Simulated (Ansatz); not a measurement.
CdSe under load (space group I-4m2), r2SCAN with spin-orbit coupling, rigid bands in Ansatz (a first-principles code). Condition of this run: biaxial stress xx = yy = -2 GPa (compression positive) (the target of the relaxation). Band gap 0.69 eV, N_c = 7.15e17 cm⁻³ and N_v = 7.63e18 cm⁻³ at 300 K, conductivity masses along x (a = (0.00, 3.24, 2.79) Å; b = (3.24, 0.00, 2.79) Å; c = (3.24, 3.24, 0.00) Å) of 0.101 mₑ (electrons) and 0.744 mₑ (holes). Take k_BT = 0.02585 eV.

Task: A film of it is 8 nm thick, with its normal along the direction named. Estimate the confinement energies in an infinite well.

Result: ħ²π²/(2m t²) = 0.376 eV·nm²/(m/mₑ × t²) gives 58.2 meV for electrons and 7.90 meV for holes, so the gap would widen to about 0.76 eV. Finite barriers and nonparabolic bands lower this, and with several valleys or bands the heaviest mass along the normal sets the lowest level, not this average.

Task: Find the intrinsic carrier density and the intrinsic Fermi level.

Result: n_i = √(N_c N_v) exp(−E_g/2k_BT) = 2.34e18 × exp(−13.35) = 3.7e12 cm⁻³. The level lies (k_BT/2) ln(N_v/N_c) = 31 meV from mid-gap (positive towards the conduction band). Each 0.1 eV added to the gap lowers n_i by a factor of 6.9.

Task: What thermal injection velocity √(2k_BT/πm) limits a ballistic channel along the direction named?

Result: 1.69e7 cm/s for electrons and 6.24e6 cm/s for holes, a ratio of √(m_h/m_e) = 2.71, for dilute carriers.

Rigid bands with the computed gap; masses take one relaxation time for all states.
